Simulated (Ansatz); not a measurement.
Slab thickness and the (111) surface of fcc Pb: the same face, mesh and vacuum, all atoms relaxed in the 1x1 cell under the symmetry of the ideal cut; the real face may buckle or reconstruct.

Calculation: PBE (plane waves to 420 eV, PAW; Ansatz, an electronic-structure program).

| atoms | thickness (Å) | γ (J/m²) | work function, top face (eV) | rough cost |
|---|---|---|---|---|
| 2 | 2.6 | ___ | ___ | roughly 12 core-seconds |
| 3 | 5.5 | ___ | ___ | around 20 core-seconds (rough) |
| 4 | 8.6 | 0.24 | 3.84 | roughly 28 core-seconds |
| 5 | 11.3 | 0.29 | 3.64 | roughly 50 core-seconds |
| 6 | 14.4 | 0.25 | 3.82 | very roughly 40 core-seconds |
| 7 | 17.1 | 0.28 | 3.68 | very roughly 70 core-seconds |
| 9 | 23.0 | 0.27 | ___ | very roughly 90 core-seconds |

### Question
Some entries are withheld; supply them.

### Answer

- 2, γ (J/m²): 0.21
- 2, work function, top face (eV): 3.69
- 3, γ (J/m²): 0.33
- 3, work function, top face (eV): 3.83
- 9, work function, top face (eV): 3.72
